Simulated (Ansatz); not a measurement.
Data:

```xyz
5
Lattice="8.8433 0.0000 0.0000 4.4216 7.6585 0.0000 4.4216 -2.5528 3.4516" Properties=species:S:1:pos:R:3 pbc="T T T"
Cs     0.0000     0.0000     0.0000
Sn     4.4216     2.5528     1.7258
I      4.4216     0.0000     0.0000
I      2.2108     3.8292     0.0000
I      6.6324     3.8292     0.0000
```

No spin polarisation.

The values are results of DFT with PBEsol, PAW potentials and a 420 eV plane-wave cutoff in Ansatz (a program for electronic structure), no spin-orbit coupling, not measurements. k-mesh 8×8×8 (Γ-centred); smearing 0.05 eV (Fermi–Dirac).

**Question.** Predict the in-plane stress and space group.

**Answer.** The mean in-plane stress (compression positive) comes out as -0.4 GPa and the space group is R-3m (No. 166).

The cells carry an imposed strain or load. No phonon test of stability was made. The cell was made from CsSnI3 in the cubic perovskite structure (space group Pm-3m, No. 221) by this change: biaxial strain +2.00 %, plane normal [111], relaxed out of plane. Many cubic perovskites are stable only at high temperature; tilts and polar distortions were not tested.
